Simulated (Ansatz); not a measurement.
## Cost against accuracy: kpoints.mp_grid.grid for ZrGeIr (Pnma, 12 atoms in the cell)

Cell: a = 6.7044 Å, b = 4.1037 Å, c = 7.6534 Å, α = 90.00°, β = 90.00°, γ = 90.00°.

Computed with LDA (PW92), default PAW files made with PBE (plane waves; Ansatz, a first-principles code).

Base settings: basis.ecutwfc = 420 eV; kpoints.mp_grid.grid = 4 6 3; hamiltonian.xc = lda; hamiltonian.pseudopotentials = {kind: paw} (the program's default PAW files); scf.occupations.method = cold; scf.occupations.width = 0.1 eV.

Misses are taken against the tightest run, 10 16 9, which need not be fully converged itself. The energy is the free energy per atom.

The count of work is k-points × plane waves × bands × iterations; it is no time, and leaves out set-up, grids and terms that scale otherwise. Core times come from one kind of shared machine and are given to one figure; runs under 30 s give none.

The starting cell comes from a database of computed structures (which also holds hypothetical and non-ambient phases and stackings), without a prior relaxation at this level. Its lattice was rescaled by a random factor within 2.5 % of one. Spin polarisation is off. In the base run, with a pressure of about -15 GPa the cell is away from its equilibrium volume at this level. Ansatz's pressure includes its estimate of the finite-basis (Pulay) stress.

The runs (kpoints.mp_grid.grid): 1 1 1 (width narrowed by the program to 0.0416 eV) | 1 2 1 (width narrowed by the program to 0.0641 eV) | 2 2 1 | 2 3 2 | 3 4 2 | 3 5 3 | 4 6 3 | 4 7 4 | 5 8 4 | 6 9 5 | 7 11 6 | 8 13 7 | 10 16 9.

Question: Which is the coarsest setting among those run that, with all tighter ones, holds the energy within 10 meV/atom of the reference, and what does it save?

Answer: 2 3 2, off by 7.2 meV/atom; it needs 0.026 of the reference's count of work.

Question: Which is the coarsest setting among those run that, with all tighter ones, holds the energy within 5 meV/atom of the reference, and what does it save?

Answer: 3 4 2, off by 4.3 meV/atom; it needs 0.044 of the reference's count of work.

Question: For at most 0.05 times the reference's count of work, which run misses the energy least?

Answer: 3 5 3, with a miss of 1.2 meV/atom at a count of 0.044.

Question: What does the step from 2 2 1 to 3 5 3 buy?

Answer: It takes the miss in the energy from 43 to 1.2 meV/atom, for 3.4 times the count of work.

```csv
kpoints.mp_grid.grid,energy less reference (meV/atom),pressure less reference (GPa),largest difference in the force on any atom (eV/Å),count of work / reference,core time / reference (rough)
1 1 1 (width narrowed by the program to 0.0416 eV),181.57,-2.52,1.106,0.0065,–
1 2 1 (width narrowed by the program to 0.0641 eV),-65.87,-0.65,0.344,0.0083,–
2 2 1,-43.03,-0.55,0.231,0.013,–
2 3 2,7.19,0.16,0.149,0.026,–
3 4 2,4.26,0.05,0.092,0.044,–
3 5 3,-1.17,-0.05,0.040,0.044,–
4 6 3,-1.58,-0.02,0.025,0.089,–
4 7 4,0.63,0.03,0.033,0.13,–
5 8 4,0.45,0.01,0.014,0.17,0.2
6 9 5,0.26,0.01,0.006,0.22,0.2
7 11 6,0.05,0.00,0.005,0.36,0.3
8 13 7,0.04,0.00,0.005,0.52,0.5
10 16 9,0.00,0.00,0.000,1.0,1
```

Left out of this page: 1 run of the series stopped by limits of time or memory.

Keys are those of Ansatz 0.2.
